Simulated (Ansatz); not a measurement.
Consider ZnS in the zinc blende structure (space group F-43m, No. 216; a = 5.3569 Å).

All numbers come from PBEsol (Ansatz, a quantum-chemistry and plane-wave program; PAW; 420 eV plane waves; no spin-orbit coupling), earlier PAW set.

The change: full substitution S → Se; the structure is relaxed again.

Measured band gap: ZnS 3.94 eV (static lattice; corrected from measurement; as listed in Wei Chen et al., Physical Review Materials (2018)); ZnSe 2.87 eV (static lattice; corrected from measurement; as listed in Wei Chen et al., Physical Review Materials (2018)).

Measured lattice parameter a: ZnS 5.41 Å (room temperature; as listed in Martin Albrecht, Beate Paulus, Hermann Stoll, Phys. Rev. B (1997)); ZnSe 5.6676 Å (room temperature; as listed in Martin Albrecht, Beate Paulus, Hermann Stoll, Phys. Rev. B (1997)).

Question: How well does PBEsol reproduce the measured shift?

Answer: With PBEsol the band gap moves by -0.85 eV (2.08 → 1.23) against -1.07 eV measured; the lattice parameter a moves by +0.277 Å (5.357 → 5.634) against +0.258 Å measured.

Whether these cells are dynamically stable was not tested.
